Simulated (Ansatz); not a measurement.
The starting structures come from a database of crystals and need not be the phases stable at ambient conditions.

 Where the default PAW files enter, the runs use the earlier of Ansatz's two default sets.

Inside the gap of an insulator the Bloch states are evanescent, with a wavenumber k + iκ along the transport direction.

Given:

```yaml
crystal:
  lattice:
    - [5.22076, 0.00000, 0.00000]
    - [2.61038, 6.46529, 0.00000]
    - [2.45722, 0.00000, 2.60588]
  atoms:
    - { symbol: Li, position: [0.00000, 0.00000, 0.00000] }
    - { symbol: La, position: [0.36345, 0.27310, 0.00000] }
    - { symbol: La, position: [0.63655, 0.72690, 0.00000] }
    - { symbol: H, position: [0.00000, 0.00000, 0.50000] }
    - { symbol: O, position: [0.50000, 0.00000, 0.50000] }
    - { symbol: O, position: [0.82277, 0.35446, 0.00000] }
    - { symbol: O, position: [0.17723, 0.64554, 0.00000] }
```

Space group of this cell: Immm. The cell is taken as given; by PBEsol its mean pressure is -5.0 GPa.

Transport runs along the normal of the first two printed cell vectors.

No gap correction and no spin-orbit coupling; mid-gap values are interpolated between computed energies.

Q: Predict the band gap and the smallest decay constant κ at mid-gap from PBEsol (Ansatz, a first-principles code).

A: Gap 1.83 eV on a 12×12×12 mesh; κ = 0.296 1/Å, at (0.000, 0.333) of the in-plane reciprocal vectors. At the zone centre, at the nearest computed energy, the slowest state has κ = 0.34 1/Å.
